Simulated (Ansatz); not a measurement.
Variants of one calculation on KRb2BiF6 (P1, 10 atoms in the cell)

```
CELL_PARAMETERS angstrom
      0.00000     4.81468     4.81468
      4.81468     0.00000     4.81468
      4.81468     4.81468     0.00000
ATOMIC_POSITIONS crystal
  K  0.49484 0.50067 0.49456
  Rb 0.75397 0.74654 0.75387
  Rb 0.24772 0.25770 0.24594
  Bi 0.00955 0.00620 0.99185
  F  0.23681 0.76001 0.76617
  F  0.76268 0.22831 0.23791
  F  0.76642 0.23427 0.77138
  F  0.23301 0.76576 0.23751
  F  0.76387 0.75830 0.23741
  F  0.23113 0.24224 0.76341
```

Base run A: HSE06, default PAW files made with PBE (Ansatz, a first-principles code), self-consistent single point.

Its settings: basis.ecutwfc = 420 eV; kpoints.mp_grid.grid = 2 2 2; hamiltonian.xc = hse06; hamiltonian.pseudopotentials = {kind: paw} (the program's default PAW files); scf.occupations.method = gaussian; scf.occupations.width = 0.01 eV.

The starting cell comes from a database of computed structures (which also holds hypothetical and non-ambient phases and stackings), without a prior relaxation at this level. Its atoms were displaced at random from the sites of space group no. 225. Spin-orbit coupling is off. In the base run, forces exceed 1 eV/Å. Ansatz's pressure includes its estimate of the finite-basis (Pulay) stress.

ΔF is the free energy per atom less that of run A. A dash stands where there is no value to compare (another energy zero or no entropy term, no result, no spin, no clean gap, or a mesh too coarse for one). Absolute energies have different zeros for different potentials, functionals, Hubbard and dispersion terms and are not compared across them.

Runs D sample the zone with one or two k-points, far too few for so small a cell.

Runs:
- B: hamiltonian.xc: hse06 → pbesol [PBEsol]
- C: hamiltonian.xc: hse06 → pbe0 [PBE0]
- D: kpoints.mp_grid.grid: 2 2 2 → 1 1 1
- E: kpoints.mp_grid.grid: 2 2 2 → 3 3 3; kpoints.mp_grid.shift: default → 0.5 0.5 0.5
- F: scf.convergence.dr2_threshold: default (1e-07 eV) → 1e-12 eV
- G: scf.mixing.algorithm: default (the program chose MSR1) → anderson; scf.mixing.beta: default → 0.2
- H: scf.mixing.preconditioner: default (the program chose none) → kerker; scf.mixing.q_tf: default → 3
- I: scf.exx.singularity: default → none

| run | ΔF (meV/atom) | pressure (GPa) | largest force (eV/Å) | gap on the mesh (eV) | k-points |
|---|---|---|---|---|---|
| A | 0.00 | -0.79 | 1.104 | 6.162 | 8 |
| B | – | -1.31 | 1.113 | 4.706 | 8 |
| C | – | -0.80 | 1.107 | 6.913 | 8 |
| D | 56.0 | 0.19 | 1.122 | 6.515 | 1 |
| E | -0.23 | -0.80 | 1.104 | 6.127 | 14 |
| F | 0.00 | -0.79 | 1.104 | 6.162 | 8 |
| G | 0.00 | -0.79 | 1.104 | 6.162 | 8 |
| H | 0.00 | -0.79 | 1.104 | 6.163 | 8 |
| I | – | -0.83 | 1.104 | 6.163 | 8 |

Run C against A: The pressure hardly changes (-0.79 to -0.80 GPa), the largest force hardly changes (1.104 to 1.107 eV/Å) and the gap on the mesh goes from 6.162 to 6.913 eV.

Run B against A: The pressure goes from -0.79 to -1.31 GPa, the largest force moves little (1.104 to 1.113 eV/Å) and the gap on the mesh goes from 6.162 to 4.706 eV.

Keys are those of Ansatz 0.2.
